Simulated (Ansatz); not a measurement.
## Defect calculation: In_As in zinc-blende InAs

These are PBE, PAW (plane waves to 420 eV; Ansatz, a quantum-chemistry and plane-wave program) values and carry that method's errors. The supercell holds 64 host sites (2×2×2 repeats of a cell of 8 atoms), with a 2×2×2 shifted k-point sampling for the final energies. Site at the start: the As site. Finite-size and sampling errors can reach tenths of an eV here. PBE closes or nearly closes this host's gap, so even the neutral cell can hold carriers in host bands. Spin–orbit coupling is left out, which matters for these heavy elements. Each state is the lowest found from its start.

Formation energies E_f are those of the neutral cell. Chemical conditions: As-rich (Δμ(As) = 0.00 eV, Δμ(In) = -0.48 eV; only phases computed here count, gases as isolated molecules at 0 K); In-rich (Δμ(As) = -0.48 eV, Δμ(In) = 0.00 eV; only phases computed here count, gases as isolated molecules at 0 K). Reference phases: As: rhombohedral As, In: tetragonal indium.

```json
[
 {"charge": "0", "moment (μB)": "2.0", "largest move off a lattice site (Å)": "0.13", "E_f, As-rich (eV)": "2.60", "E_f, In-rich (eV)": "1.64", "above the lowest spin state (eV)": "0.00"},
 {"charge": "0", "moment (μB)": "not spin-polarised", "largest move off a lattice site (Å)": "0.18", "E_f, As-rich (eV)": "2.66", "E_f, In-rich (eV)": "1.69", "above the lowest spin state (eV)": "0.05"}
]
```
